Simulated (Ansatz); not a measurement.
**Ga2O3: strain along the normal**

Ga2O3 (corundum, R-3c, 9.707 Å³/atom at rest, c along z) under an equal strain ε in the (0001) plane with the normal axis free, as in a coherent film. PBEsol in Ansatz, a plane-wave DFT program (PAW, default set), 420 eV, 8×8×8 Γ-centred mesh, Fermi-Dirac smearing 0.05 eV; ions are relaxed within the symmetry of each cell.

Here s stands for strain and y for normal strain.

```csv
strain (%),normal strain (%)
-1.50,1.16
-0.75,0.57
0.00,0.00
0.75,-0.56
1.50,-1.11
3.00,?
```

The 5 complete rows are fitted with a straight line, y against s. Means: s 0, y 0.012. About the means, the sum of products is -4.2525 and the sum of squares of s is 5.6250; the slope is their ratio. Least squares gives y = 0.012 - 0.7560·s. Residuals (row less fit): 0.014, -0.009, -0.012, -0.005, 0.012; standard error 0.014 (degrees of freedom: 3). The slope, -0.76 ± 0.01, is the elastic response of the normal axis, −2C13/C33.

Q: Estimate the missing y (s = 3.00); what did the run itself give?

A: y = 0.012 - 0.7560 × 3.00 = -2.256%. The calculation gives -2.16%, 0.096% above the prediction (2.9 % of the range of y in the table). The row lies outside the fitted rows, so this is an extrapolation. From the scatter of the fitted rows alone, a prediction at this place has a standard error of 0.023%, so the miss is 4.2 times that.

One order more, fitted to all 9 runs of the series, follows each within 0.01, so the miss is the next term of a smooth law. Ga2O3 is here the metastable α form; monoclinic β is stable. Rows are the converged runs of the series near zero and its far end; series whose fitted rows scatter by over a few per cent of the range, as at a crossing or softening among them, aren't shown in this form. Most that stay on the fit to the last digits aren't either.
